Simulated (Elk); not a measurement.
Elk is run on Li₃Zn (Fm-3m, 4 atoms in the cell), and the run fails. The aim is a self-consistent single point with DFT, LDA (PW92), all-electron FP-LAPW, Elk's shipped species files, APW+lo basis with extra local orbitals.

Cell that was meant: a = 4.4870 Å, b = 4.4870 Å, c = 4.4870 Å, α = 60.00°, β = 60.00°, γ = 60.00°.

Part of the input:

```
  10

lmaxo
  2

nxlo
  2
```

Output (repeated stretches shortened):

```
│ Elk code version 10.2.4 started │

Error(readinput): lmaxo < 3 :        2
```

### Question
From the messages shown, name the fault and mend the input.

### Answer
The fault is angular cutoffs in an order that the program does not allow or that is too low; here the program stops on it instead of giving results. To fix it, restore the usual pair of cutoffs. The program stopped before any SCF iteration.

The sound input it was made from differs as follows (other fixes are possible):
```diff
-  2
+  8
```

With that input, the run converged in 14 iterations: total energy -49407.4522 eV; Fermi level (on the code's own zero) 2.07 eV (DFT, LDA (PW92), all-electron FP-LAPW, Elk's shipped species files, APW+lo basis with extra local orbitals).

On the sound input: the starting cell comes from a database of computed structures (which also holds hypothetical and non-ambient phases and stackings), without a prior relaxation at this level. Its lattice was rescaled by a random factor within 2.5 % of one. Values depend on the basis (sphere radii, cutoffs, local orbitals), which need not be converged.
